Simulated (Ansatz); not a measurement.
End structure of a constructed model of the (110) surface of bcc V, a pseudomorphic layer of Mg in the host's stacking (bottom of the slab: a bare face, its two planes held):

```xyz
7
Lattice="2.5956 0.0000 0.0000 -0.8652 2.4472 0.0000 0.0000 0.0000 29.5000" Properties=species:S:1:pos:R:3 pbc="T T T"
V      0.8652     1.2236     8.1177
V      0.0000     0.0000    10.2370
V      0.8652     1.2236    12.3415
V      0.0000     0.0000    14.4653
V      0.8652     1.2236    16.5892
V      0.0000     0.0000    18.6413
Mg     0.8652     1.2236    21.1500
```

Slab: 7 atoms, 13.3 Å thick at the start; k 15x15x1, smearing 0.1 eV, dipole-corrected; single point; on the structure that PBE left under its start's symmetry; no spin, no spin-orbit, no U. It is one candidate, not shown to be the stable structure of the face.

Predict the work function of the top face from Ansatz (a first-principles code) with r2SCAN, at the PBE geometry.

4.42 eV
